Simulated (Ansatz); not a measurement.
An Ansatz (a program for electronic structure) input (r2SCAN in Ansatz (plane waves to 500 eV, PAW, no spin-orbit coupling)):

Ansatz 0.2 input:
```yaml
crystal:
  lattice:
    - [0.0514950237, 3.0114048948, 3.0114048948]
    - [3.0114048948, 0.0514950237, 3.0114048948]
    - [3.0628999185, 3.0628999185, 0]
  atoms:
    - { symbol: Cu, position: [0, 0, 0] }
    - { symbol: I, position: [0.25, 0.25, 0.25] }
basis: { ecutwfc: 500, ecutrho_ratio: 4, xc_grid: 4, fft_grid_basis: typed }
kpoints: { mp_grid: { grid: [10, 10, 10] } }
hamiltonian:
  xc: r2scan
  dispersion: none
  pseudopotentials: { kind: paw }
scf: { occupations: { method: fermi_dirac, width: 0.05 }, convergence: { dr2_threshold: 0.0000000002 } }
relax: { f_tol: 0.005, max_steps: 50 }
output: { forces: true, stress: true }
checkpoint: { write: state.ck, write_every: 1000 }
```

### Question
Which symmetry and how many k-points will the program report, and about how many plane waves at Γ?

### Answer
Space group Imm2 (ITA 44) with 4 operations, k-points 171 of 1000, and 1399 plane waves at Γ.

The cells carry an imposed strain or load. Whether these cells are dynamically stable was not tested. All final runs are without spin polarisation. The cell was made from CuI in the zinc blende structure (space group F-43m, No. 216) by this change: tensor shear ε_xy = +1.71 %.
